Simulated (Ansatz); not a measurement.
Band structure of LaAl₃Cu (I4mm, 5 atoms in the cell).

```
CELL_PARAMETERS angstrom
     -2.08921     2.08921     5.20777
      2.08921    -2.08921     5.20777
      2.08921     2.08921    -5.20777
ATOMIC_POSITIONS crystal
  La 0.99719 0.99719 0.00000
  Al 0.40289 0.40289 0.00000
  Al 0.24655 0.74655 0.50000
  Al 0.74655 0.24655 0.50000
  Cu 0.63082 0.63082 0.00000
```

Computed with LDA (PW92), PAW files made with PBE (plane waves; Ansatz, an electronic-structure program).

Settings: kpoints.mp_grid.grid = 8 8 8; hamiltonian.xc = lda; hamiltonian.pseudopotentials = {kind: paw} (an earlier, softer set of the program's PAW files); scf.occupations.method = fermi_dirac; scf.occupations.width = 0.0073 Ry; kpoints.band_path.npoints = 8.

The starting cell comes from a database of computed structures (which also holds hypothetical and non-ambient phases and stackings), without a prior relaxation at this level. Its lattice was rescaled by a random factor within 2.5 % of one. Spin polarisation is off.

Levels in eV from the Fermi level, bands 16 to 23:
```
point     16     17     18     19     20    21    22    23
-----  -----  -----  -----  -----  -----  ----  ----  ----
Γ      -2.92  -1.54  -1.54  -1.04   0.77  1.43  1.43  1.94
X      -3.31  -3.27  -2.34  -1.80  -0.80  1.79  2.19  2.29
Y      -3.24  -2.93  -2.34  -1.68  -0.96  1.67  2.13  2.23
S      -3.55  -1.22  -1.08  -0.57   0.93  0.94  1.61  2.07
Z      -1.22  -1.17  -1.17   0.19   1.03  1.18  1.18  1.91
S1     -3.55  -1.22  -1.08  -0.57   0.93  0.94  1.61  2.07
N      -2.86  -2.62  -0.96  -0.20   0.66  0.66  1.58  1.79
P      -3.30  -3.30  -1.97  -1.27  -1.27  0.81  2.23  2.23
Y1     -3.24  -2.93  -2.34  -1.68  -0.96  1.67  2.13  2.23
```

Bands cross the Fermi level along this path, so the cell is metallic at this level.

Keys are those of Ansatz 0.2.
